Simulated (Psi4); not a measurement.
Psi4 1.11, B3LYP/cc-pvdz, scf_type pk: [SiH3]C1=CO[Si@@H]1[SiH3], 14 atoms. The geometry is a generated start, not checked to be a minimum at this level.

| Property | Value |
|---|---|
| task | energy |
| method | b3lyp |
| basis | cc-pvdz |
| scf_type | pk |
| guess | auto, which took SAD (default) |
| diis_max_vecs | 10 (default) |
| scf_initial_accelerator | adiis (default) |
| e_convergence | 1e-06 (default) |
| d_convergence | 1e-06 (default) |
| dft_radial_points | 75 (default) |
| dft_spherical_points | 302 (default) |
| basis functions | 136 |
| grid points | 298324 |

On 4 threads. Build: conda-forge: OpenMP (LLVM), MKL, Libint2. Single runs; times are not shown.

Values of memory tried: 8 GB, 4 GB, 2 GB, 1 GB, 0.5 GB, 0.3 GB.

**Question.** How low can the memory setting go, and what changes on the way?

**Answer.** It runs down to 0.3 GB, the lowest tried, with the same result. At 8 GB: SCF: PK in core. From 1 GB down: SCF: PK on disk.

| memory | path | peak memory |
|---|---|---|
| 8 GB | SCF: PK in core | 1.9 GiB |
| 4 GB | SCF: PK in core | 1.3 GiB |
| 2 GB | SCF: PK in core | 1.2 GiB |
| 1 GB | SCF: PK on disk | 1.1 GiB |
| 0.5 GB | SCF: PK on disk | 0.78 GiB |
| 0.3 GB | SCF: PK on disk | 0.66 GiB |

Peak memory is the kernel's count for the largest process, libraries included and scratch files not. The peak passes the setting at 1 GB, 0.5 GB, 0.3 GB: it is no hard cap.
